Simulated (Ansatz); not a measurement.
# Effective masses and thermopower of YN (Fm-3m)

Input:

```yaml
crystal:
  lattice:
    - [0.00000, 2.42823, 2.42823]
    - [2.42823, 0.00000, 2.42823]
    - [2.42823, 2.42823, 0.00000]
  atoms:
    - { symbol: Y, position: [0.00000, 0.00000, 0.00000] }
    - { symbol: N, position: [0.50000, 0.50000, 0.50000] }
```

Computed with r2SCAN, rigid bands (plane waves, PAW, scalar-relativistic; Ansatz, a first-principles code). Condition of this run: functional r2SCAN on the same cell. Cell: cell and atoms relaxed with PBEsol.

| Quantity | Result |
|---|---|
| band gap | 0.54 eV |
| electron conductivity mass (300 K, dilute) | 0.22 mₑ |
| hole conductivity mass (300 K, dilute) | 0.51 mₑ |
| effective density of states N_c (300 K) | 1.3e19 cm⁻³ |
| effective density of states N_v (300 K) | 3.6e19 cm⁻³ |
| density-of-states mass, electrons | 0.63 mₑ |
| density-of-states mass, holes | 1.27 mₑ |
| Seebeck coefficient, n-type 1e19 cm⁻³, 300 K | -238 μV/K |
| best n-type power factor at 300 K for τ = 10 fs (best axis; densities from 1e16 to 1e21 cm⁻³ tried, whether or not they can be reached) | 9.1 μW/(cm·K²) at 3e19 cm⁻³ |
| Seebeck coefficient, p-type 1e19 cm⁻³, 300 K | 328 μV/K |
| best p-type power factor at 300 K for τ = 10 fs (best axis; densities from 1e16 to 1e21 cm⁻³ tried, whether or not they can be reached) | 12.0 μW/(cm·K²) at 1e20 cm⁻³ |

Rigid bands; masses and Seebeck coefficients take one relaxation time τ for all states and one kind of carrier; polarons and phonon drag are left out. Spin-orbit coupling is left out; where it splits the top of the valence band, N_v and the p-type Seebeck coefficient come out somewhat high without it. Geometry: cell and atoms relaxed with PBEsol.
